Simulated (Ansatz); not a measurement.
Input:

```xyz
2
Lattice="3.0874 0.0000 0.0000 0.0000 3.0874 0.0000 1.5437 -1.5437 2.2754" Properties=species:S:1:pos:R:3 pbc="T T T"
Ga     0.0000     0.0000     0.0000
N      3.0874     1.5437     1.1377
```

No spin polarisation.

All numbers come from LDA (Ansatz, a program for electronic structure; PAW; 420 eV plane waves; no spin-orbit coupling). Γ-centred 13×13×13 mesh, Fermi–Dirac width 0.05 eV.

**Question.** Predict the gap character.

**Answer.** Direct at Γ.

**Question.** What is the computed electron mass?

**Answer.** 0.19 mₑ out of plane, 0.18 mₑ in plane (at Γ).

**Question.** What pressure (mean of the normal stresses, compression positive) does the calculation give?

**Answer.** 3.92 GPa.

The cells carry an imposed strain or load. Masses are band curvatures over ±0.01 Å⁻¹ around the edge. No phonon test of stability was made. The cell was made from GaN in the zinc blende structure (space group F-43m, No. 216) by this change: biaxial strain −2.00 %, plane normal [001], relaxed out of plane. This is not the structure that GaN has at room temperature and ambient pressure.
